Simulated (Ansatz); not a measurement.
Base system: GaCuSe₂ in the chalcopyrite structure (space group I-42d, No. 122; a = 5.570 Å, c = 11.075 Å). Axes: x, y, z lie along a, b, c of the conventional cell.

Method: Ansatz (a quantum-chemistry and plane-wave program), PBEsol, PAW, cutoff 420 eV, without spin-orbit coupling.

For the base:

The width of the top valence band comes out as 1.02 eV.

Perturbation: compressive biaxial strain of 3.00 % in the plane normal to [001], as in epitaxy on a mismatched substrate; the out-of-plane cell vector and the atoms relax.

### Question
How does this affect the ratio −ε⊥/ε∥, in-plane stress and width of the top valence band?

### Answer
The ratio −ε⊥/ε∥ comes out as 1.20; the mean in-plane stress (compression positive) amounts to +2.8 GPa; the width of the top valence band decreases by 0.02 eV to 1.00 eV.

The levels and masses belong to the bands next to the band gap. Stability against distortions was not tested. All final runs are without spin polarisation.
